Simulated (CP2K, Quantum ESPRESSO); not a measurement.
A CP2K input for a self-consistent single point of LaF₃ (Fm-3m, 4 atoms in the cell) (DFT PBEsol, GPW, DZVP-MOLOPT-SR-GTH basis, GTH-PBE potentials (GTH_POTENTIALS)):

```
&GLOBAL
  PROJECT laf3
  RUN_TYPE ENERGY_FORCE
  PRINT_LEVEL MEDIUM
&END GLOBAL
&FORCE_EVAL
  METHOD Quickstep
  STRESS_TENSOR ANALYTICAL
  &DFT
    BASIS_SET_FILE_NAME BASIS_MOLOPT
    BASIS_SET_FILE_NAME BASIS_MOLOPT_UCL
    POTENTIAL_FILE_NAME GTH_POTENTIALS
    &QS
      METHOD GPW
      EPS_DEFAULT 1E-10
    &END QS
    &MGRID
      CUTOFF 550
      REL_CUTOFF 40
      NGRIDS 5
    &END MGRID
    &SCF
      SCF_GUESS ATOMIC
      EPS_SCF 1E-7
      MAX_SCF 100
      ADDED_MOS 6
      &DIAGONALIZATION
        ALGORITHM STANDARD
      &END DIAGONALIZATION
      &MIXING
        METHOD BROYDEN_MIXING
        ALPHA 0.3
        NBUFFER 10
        BETA 1
      &END MIXING
    &END SCF
    &KPOINTS
      SCHEME MONKHORST-PACK 8 8 8
      GAMMA_CENTERED T
    &END KPOINTS
    &XC
      &XC_FUNCTIONAL
        &PBE
          PARAMETRIZATION PBESOL
        &END PBE
      &END XC_FUNCTIONAL
    &END XC
    &PRINT
      &MO
        EIGENVALUES T
        OCCUPATION_NUMBERS T
        NDIGITS 8
        FILENAME mo
        &EACH
          QS_SCF 0
        &END EACH
        ADD_LAST NUMERIC
      &END MO
      &MULLIKEN ON
      &END MULLIKEN
    &END PRINT
  &END DFT
  &SUBSYS
    &CELL
      A 4.14596500 0.00000000 0.00000000
      B 2.07298300 3.59051100 0.00000000
      C 2.07298300 1.19683700 3.38516600
      PERIODIC XYZ
    &END CELL
    &COORD
      SCALED
      La       0.00000000     0.00000000     0.00000000
      F        0.50000000     0.50000000     0.50000000
      F        0.25000000     0.25000000     0.25000000
      F        0.75000000     0.75000000     0.75000000
    &END COORD
    &KIND La
      BASIS_SET DZVP-MOLOPT-SR-GTH-q11
      POTENTIAL GTH-PBE-q11
    &END KIND
    &KIND F
      BASIS_SET DZVP-MOLOPT-SR-GTH-q7
      POTENTIAL GTH-PBE-q7
    &END KIND
  &END SUBSYS
  &PRINT
    &FORCES ON
    &END FORCES
    &STRESS_TENSOR ON
    &END STRESS_TENSOR
  &END PRINT
&END FORCE_EVAL
```

Question: Translate this input to Quantum ESPRESSO.

Answer: This is the input that was run; spellings and numerical settings could be chosen otherwise.

```fortran
&control
   calculation = 'scf'
   prefix = 'laf3'
   outdir = './tmp/'
   pseudo_dir = './'
   tprnfor = .true.
   tstress = .true.
/
&system
   ibrav = 0
   nat = 4
   ntyp = 2
   ecutwfc = 40
   ecutrho = 200
   occupations = 'fixed'
   nbnd = 18
/
&electrons
   conv_thr = 1e-10
/
ATOMIC_SPECIES
La   138.9055  la_pbesol_v1.uspp.F.UPF
F     18.9984  f_pbesol_v1.4.uspp.F.UPF
CELL_PARAMETERS bohr
   0.0000000000     5.5399966960     5.5399966960
   5.5399966960     0.0000000000     5.5399966960
   5.5399966960     5.5399966960     0.0000000000
ATOMIC_POSITIONS crystal
La    0.0000000000    0.0000000000    0.0000000000
F     0.5000000000    0.5000000000    0.5000000000
F     0.2500000000    0.2500000000    0.2500000000
F     0.7500000000    0.7500000000    0.7500000000
K_POINTS automatic
8 8 8  0 0 0
```

Basis, cutoffs, solver keys and any potentials are the target program's own. This input uses DFT, PBEsol, plane waves, GBRV 1.5 ultrasoft (PBESOL) pseudopotentials. Both were run: pressure -3.84 GPa in CP2K and -6.16 in Quantum ESPRESSO; gap on the mesh 6.324 eV in CP2K and 5.132 in Quantum ESPRESSO.

On Quantum ESPRESSO: the starting cell comes from a database of computed structures (which also holds hypothetical and non-ambient phases and stackings), without a prior relaxation at this level. With a pressure of about -6 GPa the cell is away from its equilibrium volume at this level.

On CP2K: the starting cell comes from a database of computed structures (which also holds hypothetical and non-ambient phases and stackings), without a prior relaxation at this level. Values carry the incompleteness of an atom-centred basis. The potentials were made for another functional than the one used. With a pressure of about -4 GPa the cell is away from its equilibrium volume at this level.
